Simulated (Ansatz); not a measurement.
The parent structure is C in the diamond structure (space group Fd-3m, No. 227; a = 3.554 Å).

Levels (all Ansatz, an electronic-structure program, PAW): PBEsol (420 eV, without spin-orbit coupling); HSE06 (420 eV, no spin-orbit coupling).

The geometry is relaxed with PBEsol.

```
Item              Result
---------------  -------
PBEsol band gap  4.03 eV
```

With HSE06 at the same geometry, the band gap grows by 1.28 eV, from 4.03 eV to 5.31 eV.

Single points use the geometry relaxed with PBEsol. HSE06 was sampled on its mesh, a few special points and the semilocal edge points, so its gap is an upper bound. Whether these cells are dynamically stable was not tested.
